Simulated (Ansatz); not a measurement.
# A constructed model of the (110) surface of bcc Nb, a layer of Ag in place of the second plane (bottom of the slab: a bare face, its two planes held)

All values below come from PBE (plane waves to 420 eV, PAW; Ansatz, a first-principles code).

Model: 6-atom slab, 11.5 Å thick at the start, 14x14x1 mesh, Fermi-Dirac 0.1 eV, dipole correction, 2 atoms held, the rest relaxed; held to the start's symmetry, so lower structures may exist; no spin, no spin-orbit, no U. It is one candidate, not shown to be the stable structure of the face.

- work function of the top face: 4.79 eV
- energy released by relaxation: 0.15 eV
- cost: roughly 5 core-minutes
